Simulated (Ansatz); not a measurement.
Functionals compared on a constructed model of the (0001) surface of 4H silicon carbide, Si-terminated, (√3x√3)R30° Si adatom at T4 (bottom of the slab: 3 H on 3 bottom sites), in Ansatz (plane waves, PAW). The structure was relaxed with PBE; the other rows are single points on it. Cutoff 420 eV (500 eV for r2SCAN).

Model: 28-atom slab, 10.8 Å thick at the start with caps and adatoms (thin: gaps and levels are the slab's own), 6x6x1 mesh, Fermi-Dirac 0.025 eV, dipole correction, 6 atoms held, the rest relaxed; held to the start's symmetry, so lower structures may exist; spin-polarised, ending with about 1.0 μB a cell; orders that need a larger cell were not tried, no spin-orbit, no U. In PBE it is, or lies within 0.01 eV a 1x1 cell of, the lowest of the 2 structures of its composition computed so far; subsurface sites and larger cells were not tried. These notes are the PBE run's. r2SCAN: The program's check for a lower electronic state was not made.

```tsv
functional	gap of the slab on its k-mesh (eV)	highest filled level below the top vacuum level (eV)	magnetic moment of the cell (μB)	rough cost of the single point
PBE	0.42	4.70	1.00	–
r2SCAN	0.89	4.96	1.00	very roughly 4 core-minutes
```

Ansatz is a program for electronic structure.
